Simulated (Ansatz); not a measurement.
The starting structures come from a database of crystals and need not be the phases stable at ambient conditions.

By PBEsol, the system below comes out a metal.

A figure of merit of an interconnect metal is its ballistic conductance per area.

Input:

```
Au3Cu
1.0
    3.98126     0.00000     0.00000
    0.00000     3.98126     0.00000
    1.99063    -1.99063     4.08210
Cu Au
1 3
Direct
  0.00000   0.00000   0.00000
  0.25000   0.25000   0.50000
  0.75000   0.75000   0.50000
  0.50000   0.50000   0.00000
```

Space group of this cell: I4/mmm. The cell is taken as given; by PBEsol its mean pressure is -4.5 GPa.

The current flows along the normal of the first two printed cell vectors, the (001) plane of the conventional cell. No spin-orbit coupling; the value is a mean over 0.1 eV about the Fermi level.

### Question
Estimate the ballistic conductance per area that PBEsol in Ansatz (a first-principles code) returns for this system.

### Answer
0.86 × 10¹⁵ S/m² for both spins.
